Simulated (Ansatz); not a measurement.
Effect of Hf → Ti on HfN

Consider HfN in the rock salt structure (space group Fm-3m, No. 225; a = 4.548 Å).

Now apply this change: every Hf is replaced by Ti; the structure is relaxed again.

All numbers come from Ansatz (a first-principles code) PBE, no spin-orbit coupling, earlier PAW set. Settings: 19×19×19 k-points, 0.05 eV Fermi–Dirac smearing, for the changed cell.

- Volume per atom = 9.57 Å³ (base 11.76 Å³)
- Density = 5.37 g/cm³ (base 13.59 g/cm³)
- Lattice parameter a = 4.247 Å (base 4.548 Å)
- Space group = Fm-3m (No. 225) (base Fm-3m (No. 225))
- Shortest interatomic distance = 2.123 Å (base 2.274 Å)
- Band gap = zero (base zero)

Final structure:

```xyz
2
Lattice="0.0000 2.1234 2.1234 2.1234 0.0000 2.1234 2.1234 2.1234 0.0000" Properties=species:S:1:pos:R:3 pbc="T T T"
N      0.0000     0.0000     0.0000
Ti     2.1234     2.1234     2.1234
```

Cost of the whole job for the changed cell (relaxation, final SCF and bands): around 28 core-seconds (rough).

Whether these cells are dynamically stable was not tested. The final runs are not spin-polarised. An odd electron count without spin: TiN and HfN.
